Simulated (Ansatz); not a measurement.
WGe (model structure, started from the NiAs type, P6₃/mmc, No. 194, 4 atoms in the cell): enthalpy of formation by level of theory

No measured value is used here.

```tsv
level (code)	value (eV/atom)
PBE (Ansatz)	0.244
PBEsol (Ansatz)	___
PBE-D3(BJ) (Ansatz)	0.181
```

**Question.** Complete the blanks.

**Answer.** 
- PBEsol (Ansatz, a program for electronic structure), value (eV/atom): 0.172

Density-functional levels without +SOC have no spin–orbit coupling, which shifts binding energies of heavy elements. Each level is taken at its own relaxed cell. Ansatz's density-functional and Hartree–Fock values are scalar-relativistic unless marked +SOC, with PAW data made under PBE.

A model structure was made by putting elements into a prototype or built by hand; it is no filed structure, need not be a known phase, and can be a saddle point held by its symmetry.
